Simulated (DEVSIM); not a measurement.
System: CdS/CdTe n-p heterojunction, at 300 K.

```csv
layer (left to right),material,thickness (μm),Nd (cm⁻³),Na (cm⁻³),τn (s),τp (s)
1,CdS,0.690,2.4e17,-,7e-8,7e-8
2,CdTe,2.20,-,5.9e16,7e-8,7e-8
```

Left contact: ohmic. Right contact: ohmic. Voltage is applied to the left contact. Recombination: SRH at mid-gap, Auger. Mobility is μmin + (μ − μmin)/(1 + (N/Nref)^α).

The device is made up for the run: typed textbook-type constants, with dimensions and the other settings drawn at random. Values at 300 K.

```csv
parameter,CdS,CdTe
gap (eV),2.4,1.5
affinity (eV),4.3,4.28
permittivity,9,10.2
Nc (cm⁻³),2.2e18,8e17
Nv (cm⁻³),1.8e19,1.8e19
μn (cm²/Vs),300,1000
μp (cm²/Vs),25,80
"μn,min",30,100
"μp,min",3,10
"Nref,n",1e17,1e17
"Nref,p",1e17,1e17
αn,0.6,0.6
αp,0.6,0.6
Cn (cm⁶/s),1e-30,1e-30
Cp (cm⁶/s),1e-30,1e-30
```

DEVSIM, 1D drift-diffusion, Boltzmann statistics, complete ionisation; no tunnelling, impact ionisation, image-force lowering or self-heating. Band offsets follow the typed affinities; no thermionic-emission limit at abrupt steps, no polarisation charge.

The doping Nd of layer 1 was swept, all else fixed.

| doping Nd of layer 1 (cm^-3) | largest field in the device at zero bias (V/cm) | potential step across the device at zero bias (V) | dark forward voltage at 100 A/cm² (V) |
|---|---|---|---|
| 7.2e15 | 54000 | 1.184 | 1.261 |
| 2.4e16 | 91000 | 1.215 | 1.245 |
| 7.2e16 | 130000 | 1.244 | 1.241 |
| 2.4e17 | 160000 | 1.275 | 1.238 |
| 7.2e17 | 170000 | 1.303 | 1.237 |

From the first row to the last the largest field in the device at zero bias goes from 54000 to 170000. From the first row to the last the potential step across the device at zero bias goes from 1.184 to 1.303.
